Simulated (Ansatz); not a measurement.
Where the default PAW files enter, the runs use the earlier of Ansatz's two default sets.

The decay constant κ of evanescent states in the gap governs leakage through a thin film.

Given:

```
Al2O3
1.0
    4.80503     0.00000     0.00000
    0.00000    13.11625     0.00000
    2.40252     4.37208     1.38709
Al O
4 6
Direct
  0.00000   0.85210   0.00000
  0.00000   0.14790   0.00000
  0.00000   0.64790   0.00000
  0.00000   0.35210   0.00000
  0.30614   0.05614   0.08158
  0.69386   0.94386   0.91842
  0.30614   0.75000   0.00000
  0.69386   0.25000   0.00000
  0.38772   0.44386   0.91842
  0.61228   0.55614   0.08158
```

Space group of this cell: R-3c, corundum. The cell is taken as given; by r2SCAN its mean pressure is -7.1 GPa.

Transport runs along the normal of the first two printed cell vectors, the (100) plane of the conventional cell.

No gap correction and no spin-orbit coupling; mid-gap values are interpolated between computed energies.

Task: Predict the band gap and the smallest decay constant κ at mid-gap from Ansatz (a program for electronic structure) with r2SCAN.

Result: Gap 6.76 eV on a 22×22×22 mesh; κ = 0.393 1/Å, at the zone centre.
